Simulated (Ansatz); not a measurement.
CsPbCl3: isotropic strain −1.20 %

Base system: CsPbCl$_{3}$ in the cubic perovskite structure (space group Pm-3m, No. 221; a = 5.736 Å).

It is then changed as follows: the cell is scaled by 0.9880 in all directions; the atoms relax in the strained cell.

Calculations: Ansatz (a program for electronic structure) PBE, without spin-orbit coupling, earlier PAW set. Γ-centred 6×6×6 mesh, Fermi–Dirac width 0.05 eV.

The volume per atom decreases by 1.34 Å³ to 36.40 Å³ and the space group remains Pm-3m (No. 221). The shortest interatomic distance decreases by 0.0344 Å to 2.833 Å and the energy goes up by 3.5 meV/atom. The pressure goes from zero to 8.6 kbar and the band gap decreases by 0.14 eV, from 2.22 eV to 2.08 eV. The gap character stays direct at R and the mean gap deformation potential ΔEg/Δln V amounts to +3.8 eV. The width of the top valence band goes up by 0.256 eV, from 2.04 eV to 2.29 eV and the electron mass (degenerate bands, along [100]) changes from 0.12, 0.93, 0.93 mₑ (at R) to 0.11, 0.88, 0.88 mₑ (at R). The hole mass goes from 0.22 mₑ (at R) to 0.20 mₑ (at R) and the valley order (the lowest conduction-band minima on the path, energy above the VBM, named in the base's zone) becomes R along ⟨111⟩ 2.08 eV; Γ 3.51 eV (base: R along ⟨111⟩ 2.22 eV; Γ 3.68 eV).

Spin-orbit coupling, missing from the scalar runs, can matter with Pb. Effective masses come from finite differences of ±0.01 Å⁻¹. No phonon test of stability was made. Many cubic perovskites are stable only at high temperature; tilts and polar distortions were not tested. This is not the structure that CsPbCl3 has at room temperature and ambient pressure.
